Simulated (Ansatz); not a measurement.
Consider Mo in the bcc (W type) structure (space group Im-3m, No. 229; a = 3.1612 Å; relaxed with 0.1 eV smearing). Axes: x, y, z lie along the cube axes.

Level of theory: DFT with PBE, PAW potentials and a 420 eV plane-wave cutoff in Ansatz (an electronic-structure program), no spin-orbit coupling, earlier PAW set.

Perturbation: an isotropic linear strain of +1.28 %, atoms relaxed at fixed cell.

Problem. Predict the stress tensor and what it implies for the stiffness.

Solution. Stress of the strained cell less that of the base (GPa, compression positive):
```
   -9.1     0.0     0.0
    0.0    -9.1     0.0
    0.0     0.0    -9.1
```

Then B = −ΔP/(ΔV/V₀) with ΔV/V₀ = 0.0389 gives secant stiffness values (nonlinear terms included at this strain): B ≈ 235 GPa.

As a check, the harmonic strain energy −½ V₀ Δσ:ε is 17 meV/atom; the computed energy rise is 18 meV/atom.

Whether these cells are dynamically stable was not tested. All final runs are without spin polarisation.
